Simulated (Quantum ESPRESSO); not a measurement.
**Converging the plane-wave cutoff: Fe (Im-3m, 1 atom in the cell)**

```
Fe
1.0
   -1.43070     1.43070     1.43070
    1.43070    -1.43070     1.43070
    1.43070     1.43070    -1.43070
Fe
1
Direct
  0.00000   0.00000   0.00000
```
Moments meant for the start (each program seeds them in its own way; μB, in the order of the atoms Fe): 2.5.

Computed with PBE, PSlibrary PAW (PBE) pseudopotentials (plane waves; Quantum ESPRESSO 7.5).

Base settings: ecutwfc = 55 Ry; ecutrho = 330 Ry; occupations = smearing; smearing = gaussian; degauss = 0.0073499 Ry; nspin = 2; potentials = {Fe: Fe.pbe-n-kjpaw_psl.1.0.0.UPF}; K_POINTS = automatic 8 8 8 0 0 0; conv_thr = 1e-10 Ry; mixing_beta = 0.4.

Moved along: ecutrho.

The second cell is the first with its lattice scaled by 0.98.

The mesh stays at the base's, so the ladder's end is converged at best in this setting alone.

Only quantities that move along the ladder and can be compared are tabulated.

The count of work is k-points × plane waves × bands × iterations; it is no time. Core times come from one kind of shared machine, to one figure; runs under 30 s give none.

The starting cell has typed, rounded lattice constants, without a prior relaxation at this level. Its lattice was rescaled by up to half a per cent. With one magnetic atom in the cell only a parallel order is possible.

| ecutwfc | free energy less the last step's (meV/atom) | energy of the compressed cell less the first (meV/atom) | pressure (GPa) | net moment (μB/atom) | count of work / last | core time / last (rough) |
|---|---|---|---|---|---|---|
| 19 Ry | 7010.32 | -27.56 | -391.56 | 2.270 | 0.026 | – |
| 22 Ry | 2505.36 | -10.04 | -185.24 | 2.000 | 0.026 | – |
| 28 Ry | 265.67 | -5.54 | -30.46 | 2.350 | 0.13 | – |
| 30 Ry | 125.31 | 2.28 | -14.75 | 2.350 | 0.30 | 1 |
| 33 Ry | 59.05 | 2.26 | -4.49 | 2.350 | 0.11 | – |
| 38 Ry | 48.50 | 2.95 | -2.80 | 2.350 | 0.13 | – |
| 44 Ry | 31.39 | 1.90 | -3.99 | 2.350 | 0.20 | – |
| 50 Ry | 12.08 | 2.00 | -3.43 | 2.350 | 0.25 | 0.6 |
| 55 Ry | 5.71 | 2.06 | -2.72 | 2.350 | 0.20 | – |
| 61 Ry | 4.74 | 2.02 | -2.48 | 2.350 | 0.19 | – |
| 66 Ry | 4.40 | 2.02 | -2.55 | 2.350 | 0.57 | 0.9 |
| 74 Ry | 2.44 | 1.98 | -2.66 | 2.350 | 0.93 | 1.0 |
| 82 Ry | 1.00 | 1.89 | -2.58 | 2.350 | 0.89 | 1 |
| 96 Ry | 0.66 | 1.89 | -2.51 | 2.350 | 1.0 | 0.8 |
| 110 Ry | 0.26 | 1.85 | -2.54 | 2.350 | 0.82 | 0.7 |
| 132 Ry | 0.00 | 1.85 | -2.51 | 2.350 | 1.0 | 1 |

Coarsest ecutwfc that holds the net moment within 0.05 μB/atom of the last step, with all finer ones: 28 Ry, at 0.13 of the last step's count of work; the step before is off by 0.35 μB/atom.

Coarsest ecutwfc that holds the energy of the compressed cell less the first within 2 meV/atom of the last step, with all finer ones: 30 Ry, at 0.30 of the last step's count of work; the step before is off by 7.4 meV/atom.

Coarsest ecutwfc that holds the free energy within 2 meV/atom of the last step, with all finer ones: 82 Ry; the step before is off by 2.4 meV/atom.

The energy difference between the two cells stays within 1 meV/atom of the last step's from 44 Ry on, the total only from 82 Ry on: much of the error is common to both cells and cancels.

Two neighbours can agree and both be off: 61 Ry and 66 Ry differ by 0.34 meV/atom in the free energy, yet lie about 4.4 meV/atom from the last step.

At the lowest cutoff the pressure lies 389 GPa under the last step's, the usual sign of Pulay stress in an incomplete plane-wave basis.

Left out of this page: 1 run of the series failed or unconverged.
